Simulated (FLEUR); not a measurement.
## Worked example: self-consistent single point of Na3Hg (R-3m, 4 atoms in the cell) in FLEUR

Method: PBEsol, all-electron FLAPW (FLEUR), scalar-relativistic valence in FLEUR.

Input as run:

Input of the input generator:

```
scf Na3Hg
&input film=f /
5.0794326413 2.9326113825 8.3164259302
-5.0794326413 2.9326113825 8.3164259302
-0.0000000000 -5.8652240258 8.3164254856
1.0
1.0 1.0 1.0

4
11 0.5000000000 0.5000000000 0.5000000000
11 0.2503700000 0.2503700000 0.2503700000
11 0.7496300000 0.7496300000 0.7496300000
80 0.0000000000 0.0000000000 0.0000000000

&comp jspins=1 /
&exco xctyp='PBEs' /
&kpt div1=4 div2=4 div3=4 gamma=t /
&end /
```

```xml
<?xml version="1.0" encoding="UTF-8" standalone="no"?>
<fleurInput fleurInputVersion="0.39">
   <comment>
      scf Na3Hg                                                                                           
   </comment>
   <calculationSetup>
      <cutoffs Kmax="3.8" Gmax="13.3" GmaxXC="13.3" numbands="0"/>
      <scfLoop itmax="100" minDistance="0.00001" maxIterBroyd="40" imix="Anderson" alpha="0.05" precondParam="0.0" spinf="2.0"/>
      <coreElectrons ctail="T" frcor="F" kcrel="0" coretail_lmax="0"/>
      <xcFunctional name="PBEs" relativisticCorrections="F"/>
      <magnetism jspins="1"/>
      <soc l_soc="F" theta="0.0" phi="0.0" spav="F"/>
      <expertModes spex="0" secvar="F"/>
      <geometryOptimization l_f="T" forcealpha="1.0" forcemix="BFGS" epsdisp="0.00001" epsforce="0.00001"/>
      <ldaU l_linMix="F" mixParam="0.05" spinf="1.0"/>
   </calculationSetup>
   <cell>
      <bzIntegration valenceElectrons="45.0" mode="gauss" fermiSmearingEnergy="0.00367493">
         <kPointListSelection listName="default-1"/>
         <!-- k-points included here -->
         <xi:include xmlns:xi="http://www.w3.org/2001/XInclude" href="kpts.xml"> </xi:include>
      </bzIntegration>
      <!-- symmetry operations included here -->
      <xi:include xmlns:xi="http://www.w3.org/2001/XInclude" href="sym.xml"> </xi:include>
      <bulkLattice scale="1.0">
         <bravaisMatrix>
            <row-1>    5.0794326413000004     2.9326113825000002     8.3164259301999994</row-1>
            <row-2>   -5.0794326413000004     2.9326113825000002     8.3164259301999994</row-2>
            <row-3>    0.0000000000000000    -5.8652240257999999     8.3164254855999999</row-3>
         </bravaisMatrix>
      </bulkLattice>
   </cell>
   <atomSpecies>
      <species name="Sodium (Na)" element="Na" atomicNumber="11">
         <mtSphere radius="2.68" gridPoints="925" logIncrement="0.012"/>
         <atomicCutoffs lmax="10" lnonsphr="8"/>
         <electronConfig flipSpins="F">
            <coreConfig>(1s1/2)</coreConfig>
            <valenceConfig>(2s1/2) (2p1/2) (2p3/2) (3s1/2)</valenceConfig>
            <stateOccupation state="(3s1/2)" spinUp="0.5" spinDown="0.5"/>
         </electronConfig>
         <energyParameters s="3" p="3" d="3" f="4"/>
         <lo type="SCLO" l="0" n="2" eDeriv="0"/>
         <lo type="SCLO" l="1" n="2" eDeriv="0"/>
      </species>
      <species name="Mercury (Hg)" element="Hg" atomicNumber="80">
         <mtSphere radius="2.68" gridPoints="925" logIncrement="0.015"/>
         <atomicCutoffs lmax="10" lnonsphr="8"/>
         <electronConfig flipSpins="F">
            <coreConfig>(1s1/2) (2s1/2) (2p1/2) (2p3/2) (3s1/2) (3p1/2) (3p3/2) (4s1/2) (3d3/2) (3d5/2) (4p1/2) (4p3/2) (5s1/2) (4d3/2) (4d5/2) (4f5/2) (4f7/2)</coreConfig>
            <valenceConfig>(5p1/2) (5p3/2) (6s1/2) (5d3/2) (5d5/2)</valenceConfig>
         </electronConfig>
         <energyParameters s="6" p="6" d="5" f="5"/>
         <lo type="SCLO" l="1" n="5" eDeriv="0"/>
         <lo type="HELO" l="2" n="6" eDeriv="0"/>
      </species>
   </atomSpecies>
   <atomGroups>
      <atomGroup species="Sodium (Na)">
         <relPos label="                   1">1.000/2.000 1.000/2.000 1.000/2.000</relPos>
         <force calculate="T" relaxXYZ="TTT"/>
      </atomGroup>
      <atomGroup species="Sodium (Na)">
         <relPos label="                   2">.2503700000 .2503700000 .2503700000</relPos>
         <relPos label="                   3">-.2503700000 -.2503700000 -.2503700000</relPos>
         <force calculate="T" relaxXYZ="TTT"/>
      </atomGroup>
      <atomGroup species="Mercury (Hg)">
         <relPos label="                   4">.0000000000 .0000000000 .0000000000</relPos>
         <force calculate="T" relaxXYZ="TTT"/>
      </atomGroup>
   </atomGroups>
   <output dos="F" band="F" slice="F">
      <checks vchk="F" cdinf="F"/>
      <bandDOS minEnergy="-.5*Htr" maxEnergy="0.5*Htr" sigma="0.015" storeEVData="T"/>
      <vacuumDOS vacdos="F" integ="F" star="F" nstars="0" locx1="0.0" locy1="0.0" locx2="0.0" locy2="0.0" nstm="0" tworkf="0.0"/>
      <unfoldingBand unfoldBand="F" supercellX="1" supercellY="1" supercellZ="1"/>
      <plotting iplot="0" polar="F">
         <plot TwoD="T" vec1="  1.0  0.0  0.0" vec2="  0.0  1.0  0.0" vec3="  0.0  0.0  1.0" zero="  0.0  0.0  0.0" file="plot"/>
      </plotting>
      <chargeDensitySlicing numkpt="0" minEigenval="0.0" maxEigenval="0.0" nnne="0" pallst="F"/>
      <specialOutput eonly="F"/>
      <magneticCircularDichroism mcd="F" energyLo="-10.0" energyUp="0.0"/>
   </output>
  <!-- We include the file relax.xml here to enable relaxations (see documentation) -->
  <xi:include xmlns:xi="http://www.w3.org/2001/XInclude" href="relax.xml"> <xi:fallback/> </xi:include>
</fleurInput>
```

Output, abridged:

```
      Welcome to FLEUR        (www.flapw.de)
      MaX-Release 8.1          (www.max-centre.eu)

 ========== k-point set info ==========
 Selected k-point list: default-1
 k-point list type: mesh
 4 x 4 x 4
 Number of k points: 13

 ------------Calculation Setup---------------------------
 Number of basis functions:          741
 Iteration:     1   Distance:       7.32873488 me/bohr^3
 Iteration:     2   Distance:       6.71250842 me/bohr^3
 Iteration:     3   Distance:       2.90989638 me/bohr^3
 Iteration:     4   Distance:       0.59627035 me/bohr^3
 Iteration:     5   Distance:       0.32126261 me/bohr^3
 Iteration:     6   Distance:       0.10396341 me/bohr^3
   [... 3 lines left out ...]
 Iteration:    10   Distance:       0.00154837 me/bohr^3
 Iteration:    11   Distance:       0.00037369 me/bohr^3
 Iteration:    12   Distance:       0.00004718 me/bohr^3
 Iteration:    13   Distance:       0.00004874 me/bohr^3
 Iteration:    14   Distance:       0.00000922 me/bohr^3
 Reset of history
 Run finished successfully
 Stop message:
   Structural relaxation: new displacements generated

[file out, last iteration]
             iter=     15
          p o t e n t i a l   g e n e r a t o r
[...]
          integral of pseudo charge density inside the slab=        0.000000   0.000000
     coulomb potential in the interstitial region:
          density-coulomb potential integrals
          total density-coulomb potenti   -35004.2034008378
          density-effective potential integrals for spin  1
          total density-effective poten   -3.5543909084E+04
          charge density-energy density integrals
          total charge density-energy d   -4.1016199717E+02
 Updated energy parameters for spin:           1
  Atom    1 3s branch from -1.84 to  1.20 htr. ; e_l =  0.1416
  Atom    1 3p branch from -0.80 to  1.53 htr. ; e_l =  0.2584
  Atom    1 3d branch from -9.99 to  1.67 htr. ; e_l =  0.3995
  Atom    1 4f branch from -9.99 to  2.96 htr. ; e_l =  0.5631
  Atom    1 2s branch from-37.65 to -1.84 htr. ; e_l(l -1.8413
  Atom    1 2p branch from -9.99 to -0.80 htr. ; e_l(l -0.8156
  Atom    2 3s branch from -1.82 to  1.21 htr. ; e_l =  0.1467
  Atom    2 3p branch from -0.79 to  1.54 htr. ; e_l =  0.2631
  Atom    2 3d branch from -9.99 to  1.68 htr. ; e_l =  0.4038
  Atom    2 4f branch from -9.99 to  2.98 htr. ; e_l =  0.5673
  Atom    2 2s branch from-37.63 to -1.82 htr. ; e_l(l -1.8284
  Atom    2 2p branch from -9.99 to -0.79 htr. ; e_l(l -0.8028
  Atom    3 6s branch from -4.15 to  0.73 htr. ; e_l = -0.0722
  Atom    3 6p branch from -2.24 to  1.54 htr. ; e_l =  0.1439
  Atom    3 5d branch from-12.60 to -0.05 htr. ; e_l = -0.1356
  Atom    3 5f branch from -3.35 to  1.93 htr. ; e_l =  0.4571
  Atom    3 5p branch from-20.95 to -2.24 htr. ; e_l(l -2.2958
  Atom    3-6d branch from  2.16 to  2.16 htr. ; e_l(l  2.1642
[...]
 fermi energy and band-weighting factors:
at   0.00000   0.00000   0.00000   k-weight:    0.015625
   35 eigenvalues :
   -2.238292   -2.238292   -2.238247   -1.841262   -1.828448   -1.828395   -0.815692   -0.815692
   [... lines left out ...]
          first approx. to ef    (T=0)  :   0.089320 htr   (energy of the highest occ. eigenvalue)
          total moment                 =     0.00000
 Direct bandgap for spin            1 :    4.8069840092869479E-002  Htr
   [... lines left out ...]
          zc=   113.000000     qfix=    1.000000
     t o t a l  e n e r g y
          sum of eigenvalues =            -12376.8817585110
          density-coulomb potential int   -35004.2034008378
          density-effective potential i   -35543.9090840886
          charge density-ex.-corr.energ     -410.1619971715
          el.-nucl. inter. diff. m.t.        194.2171625397
          Madelung term for atom type:        -2.1058361431
          el.-nucl. inter. diff. m.t.        388.5527453900
          Madelung term for atom type:        -4.2359597490
          el.-nucl. inter. diff. m.t.      24783.1919847613
          Madelung term for atom type:       -25.0449773226
 ---->    total energy=                   -20142.5850379184 htr
 ---->    (input%tkb*entropy) TS=              0.0000000000 htr
 ---->    free energy=                    -20142.5850379184 htr
      extrapolation for T->0
 ---->    total electron energy=          -20142.5850379184 htr
 ***** TOTAL FORCES ON ATOMS *****
 TOTAL FORCE FOR ATOM TYPE=  1  X=  0.000   Y=  0.000   Z= 12.475
                       FX_TOT= 0.000000 FY_TOT= 0.000000 FZ_TOT= 0.000000
 TOTAL FORCE FOR ATOM TYPE=  2  X=  0.000   Y=  0.000   Z=  6.247
                       FX_TOT= 0.000000 FY_TOT= 0.000000 FZ_TOT=-0.000109
 TOTAL FORCE FOR ATOM TYPE=  3  X=  0.000   Y=  0.000   Z=  0.000
                       FX_TOT= 0.000000 FY_TOT= 0.000000 FZ_TOT= 0.000000
```

The run converged in 14 iterations. FLEUR gives forces in its relaxation mode, with a further iteration, so its stop message speaks of a relaxation.

The starting cell comes from a database of computed structures (which also holds hypothetical and non-ambient phases and stackings), without a prior relaxation at this level. Spin-orbit coupling is off. Values depend on the basis (sphere radii, cutoffs, local orbitals), which need not be converged. The log's line on a gap gives a spacing of levels on this mesh, which the program prints for metals too.

Cost on one core of a shared machine: roughly 2 min.
